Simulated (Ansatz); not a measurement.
**PBE against r2SCAN: Te, pressure 0.3 GPa**

The reference is Te (space group P3_121, No. 152; a = 4.5209 Å, c = 5.9543 Å; made of chains).

(Cell as relaxed with PBE.)

Levels (all Ansatz, a program for electronic structure, PAW): PBE (420 eV, spin-orbit coupling left out); r2SCAN (500 eV, no SOC).

Each level relaxes its own structure.

```json
[
 {"base": "volume per atom", "PBE": "35.13 Å³", "r2SCAN": "36.44 Å³"},
 {"base": "lattice parameter a", "PBE": "4.521 Å", "r2SCAN": "4.624 Å"},
 {"base": "band gap", "PBE": "0.23 eV", "r2SCAN": "0.55 eV"}
]
```

Now apply this change: a hydrostatic pressure of 0.3 GPa.

| quantity | PBE | r2SCAN |
|---|---|---|
| c/a ratio | 1.328 | [?] |
| shortest interatomic distance | 2.894 Å | [?] |

Question: Given the PBE results, estimate those of r2SCAN.

Answer: 
- c/a ratio, r2SCAN: 1.295
- shortest interatomic distance, r2SCAN: 2.833 Å

PBE's c/a ratio lies 0.033 above r2SCAN's; PBE's shortest interatomic distance lies 0.061 Å above r2SCAN's (2.2 %). Neither level is exact; r2SCAN is the comparison here, not a measurement.

With Te present, leaving out spin-orbit coupling can change the band edges. Load acts through the strain it causes; cell and atoms are relaxed under it. Stability against distortions was not tested. No dispersion term is included, though the crystal is made of layers, chains or molecules, so its spacings can come out too wide. The zero or small gap of Te can change with the level of theory.
